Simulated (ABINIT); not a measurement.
## Input and output of a self-consistent single point for TiB₂ (P6/mmm, 3 atoms in the cell) (ABINIT)

Computed with PBE, PAW (JTH v2.0 PBE PAW) (plane waves; ABINIT 10.0.3).

This input was run:

```
# TiB2, JTH v2.0 PBE PAW
pp_dirpath "./"
pseudos "Ti.GGA_PBE-JTH.xml, B.GGA_PBE-JTH.xml"
acell 3*1.0 Angstrom
rprim
         3.0259298556    0.0000000335    0.0000000000
        -1.5129649568    2.6205321083    0.0000000000
         0.0000000000    0.0000000000    3.2287700000
natom 3
ntypat 2
znucl 22 5
typat 1 2 2
xcart
         0.0000000000    0.0000000000    0.0000000000
        -0.0000000193    1.7470214167    1.6143850000
         1.5129649181    0.8735107251    1.6143850000
      Angstrom
ecut 30 Ha
pawecutdg 60 Ha
pawovlp -1
pawxcdev 0
occopt 7
tsmear 0.00499791
nband 14
kptopt 1
ngkpt 8 8 7
nshiftk 1
shiftk 0 0 0
nstep 80
tolvrs 1.0e-12
prtwf 0
prtden 0
prtvol 1
enunit 1
```

Output, abridged:

```
 Symmetries : space group P6/m m m (#191); Bravais hP (primitive hexag.)

 -outvars: echo values of preprocessed input variables --------
            acell      1.8897261329E+00  1.8897261329E+00  1.8897261329E+00 Bohr
             ecut      3.00000000E+01 Hartree
           enunit           1
              ixc     -101130
         kptrlatt        8    0    0      0    8    0      0    0    7
          kptrlen      4.27104373E+01
            natom           3
            nband          14
            ngfft          30      30      32
          ngfftdg          40      40      45
             nkpt          40
            nstep          80
             nsym          24
           ntypat           2
           occopt           7
        pawecutdg      6.00000000E+01 Hartree
          pawovlp     -1.0000000000E+00
         pawxcdev           0
            rprim      3.0259298556E+00  3.3500000000E-08  0.0000000000E+00
                      -1.5129649568E+00  2.6205321083E+00  0.0000000000E+00
                       0.0000000000E+00  0.0000000000E+00  3.2287700000E+00
          spgroup         191
           tolvrs      1.00000000E-12
           tsmear      4.99791000E-03 Hartree
            typat      1  2  2
           useylm           1
             xred      0.0000000000E+00  0.0000000000E+00  0.0000000000E+00
                       3.3333333333E-01  6.6666666667E-01  5.0000000000E-01
                       6.6666666667E-01  3.3333333333E-01  5.0000000000E-01
            znucl       22.00000    5.00000

== DATASET  1 ==================================================================

 Real(R)+Recip(G) space primitive vectors, cartesian coordinates (Bohr,Bohr^-1):
 R(1)=  5.7181787  0.0000001  0.0000000  G(1)=  0.1748809  0.1009675  0.0000000
 R(2)= -2.8590894  4.9520880  0.0000000  G(2)= -0.0000000  0.2019350  0.0000000
 R(3)=  0.0000000  0.0000000  6.1014910  G(3)=  0.0000000  0.0000000  0.1638944
 Unit cell volume ucvol=  1.7277546E+02 bohr^3
 Angles (23,13,12)=  9.00000000E+01  9.00000000E+01  1.20000000E+02 degrees

 Coarse grid specifications (used for wave-functions):

 getcut: wavevector=  0.0000  0.0000  0.0000  ngfft=  30  30  32
         ecut(hartree)=     30.000   => boxcut(ratio)=   2.12710

 Fine grid specifications (used for densities):

 getcut: wavevector=  0.0000  0.0000  0.0000  ngfft=  40  40  45
         ecut(hartree)=     60.000   => boxcut(ratio)=   2.00614

   6.09945348E+02                                ecore*ucvol(ha*bohr**3)

_setup2: Arith. and geom. avg. npw (full set) are    1356.047    1356.026

--- !BeginCycle
solver: {iscf: 17, nstep: 80, nline: 4, wfoptalg: 10, }
tolerances: {tolvrs: 1.00E-12, }
...

     iter   Etot(hartree)      deltaE(h)  residm     nres2
 ETOT  1  -62.166847854916    -6.217E+01 6.498E+00 2.127E+01
 ETOT  2  -64.507147320987    -2.340E+00 2.899E-01 8.217E+00
 ETOT  3  -64.491771813064     1.538E-02 4.254E-02 3.100E+00
 ETOT  4  -64.490555767248     1.216E-03 9.213E-02 8.133E-02
 ETOT  5  -64.491216659123    -6.609E-04 1.225E-02 3.475E-02
 ETOT  6  -64.491147750756     6.891E-05 2.098E-02 4.766E-03
   [... 6 lines left out ...]
 ETOT 13  -64.491149864630     6.001E-11 2.766E-04 3.482E-10
 ETOT 14  -64.491149864631    -9.663E-13 4.239E-05 6.864E-11
 ETOT 15  -64.491149864631     3.553E-13 3.169E-04 2.902E-11
 ETOT 16  -64.491149864631    -1.563E-13 3.269E-05 2.417E-12
 ETOT 17  -64.491149864631    -1.847E-13 1.845E-04 8.218E-13

 At SCF step   17       nres2   =  8.22E-13 < tolvrs=  1.00E-12 =>converged.

 Cartesian components of stress tensor (hartree/bohr^3)
  sigma(1 1)= -6.45275996E-05  sigma(3 2)=  0.00000000E+00
  sigma(2 2)= -6.45276000E-05  sigma(3 1)=  0.00000000E+00
  sigma(3 3)=  1.97409091E-05  sigma(2 1)= -9.21071780E-14

 ----iterations are completed or convergence reached----

 reduced coordinates (array xred) for    3 atoms
       0.000000000000      0.000000000000      0.000000000000
       0.333333333333      0.666666666667      0.500000000000
       0.666666666667      0.333333333333      0.500000000000
 cartesian forces (eV/Angstrom) at end:
    1      0.00000000000000     0.00000000000000    -0.00000000000000
    2      0.00000000000000     0.00000000000000    -0.00000000000000
    3     -0.00000000000000    -0.00000000000000    -0.00000000000000
 frms,max,avg= 3.6889887E-27 6.4571316E-27   0.000E+00  0.000E+00  0.000E+00 e/A
 length scales=  1.889726132886  1.889726132886  1.889726132886 bohr
              =  1.000000000000  1.000000000000  1.000000000000 angstroms
 Fermi (or HOMO) energy (eV) =  10.08628   Average Vxc (eV)= -12.43022
 Eigenvalues (   eV  ) for nkpt=  40  k points:
 kpt#   1, nband= 14, wtk=  0.00223, kpt=  0.0000  0.0000  0.0000 (reduced coord)
 -46.90293  -23.26512  -22.94071  -22.94071   -3.51109    7.41915    7.41915    7.67668
   7.89483   11.92513   11.92513   13.68353   13.68353   15.81657
 prteigrs : prtvol=0 or 1, do not print more k-points.

--- !EnergyTerms
comment             : Components of total free energy in Hartree
kinetic             :  1.14213875444627E+01
hartree             :  1.14929728769518E+01
xc                  : -5.62430396077854E+00
Ewald energy        : -5.13437127462713E+01
psp_core            :  3.53027764529395E+00
local_psp           : -3.41796326378507E+01
spherical_terms     :  2.11877696999015E-01
internal            : -6.44911335811930E+01
'-kT*entropy'       : -1.64732349146882E-05
total_energy        : -6.44911500544279E+01
total_energy_eV     : -1.75489343970390E+03
...

-Cartesian components of stress tensor (GPa)         [Pressure=  1.0720E+00 GPa]
- sigma(1 1)= -1.89846720E+00  sigma(3 2)=  0.00000000E+00
- sigma(2 2)= -1.89846722E+00  sigma(3 1)=  0.00000000E+00
- sigma(3 3)=  5.80797500E-01  sigma(2 1)= -2.70988628E-09

 Calculation completed.
```

The run converged in 17 iterations.

The starting cell comes from a database of computed structures (which also holds hypothetical and non-ambient phases and stackings), without a prior relaxation at this level. Spin polarisation is off.

Cost on one core of a shared machine: roughly 30 s.
